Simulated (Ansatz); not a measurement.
## GaN: isotropic strain +1.80 %

Base system: GaN in the wurtzite structure (space group P6_3mc, No. 186; a = 3.1826 Å, c = 5.1854 Å).

The change: every lattice vector is stretched by 1.80 %, atoms relaxed at fixed cell.

Computed with Ansatz (a program for electronic structure), PBEsol, PAW, cutoff 420 eV, without spin-orbit coupling. k-mesh 12×12×7 (Γ-centred); smearing 0.05 eV (Fermi–Dirac).

| quantity | base | changed | shift |
|---|---|---|---|
| volume per atom | 11.37 Å³ | 12.00 Å³ | +0.63 Å³ |
| space group | P6_3mc (No. 186) | P6_3mc (No. 186) | – |
| shortest interatomic distance | 1.946 Å | 1.980 Å | +0.0347 Å |
| energy relative to the base (free energy F) | 0 meV/atom | +18 meV/atom | +18 meV/atom |
| pressure (mean of the normal stresses, compression positive) | 0.00 GPa | -8.96 GPa | -8.966 GPa |
| band gap | 1.88 eV | 1.52 eV | -0.351 eV |
| gap character | direct at Γ | direct at Γ | – |
| mean gap deformation potential ΔEg/Δln V | – | -6.6 eV | – |
| width of the top valence band | 2.82 eV | 2.64 eV | -0.18 eV |
| electron mass | 0.16 mₑ along c, 0.17 mₑ across (at Γ) | 0.13 mₑ along c, 0.14 mₑ across (at Γ) | – |
| valence-band top at Γ (three highest levels, from the VBM) | 0.00, 0.00, -0.04 eV | 0.00, 0.00, -0.03 eV | – |

Final structure:

```xyz
4
Lattice="3.2399 0.0000 0.0000 -1.6199 2.8058 0.0000 0.0000 0.0000 5.2788" Properties=species:S:1:pos:R:3 pbc="T T T"
Ga     0.0000     1.8705     0.0005
Ga     1.6199     0.9353     2.6399
N      0.0000     1.8705     1.9895
N      1.6199     0.9353     4.6289
```

Cost of the whole job for the changed cell (relaxation, final SCF and bands): around 25 core-seconds (rough).

Masses are band curvatures over ±0.01 Å⁻¹ around the edge. Stability against distortions was not tested.
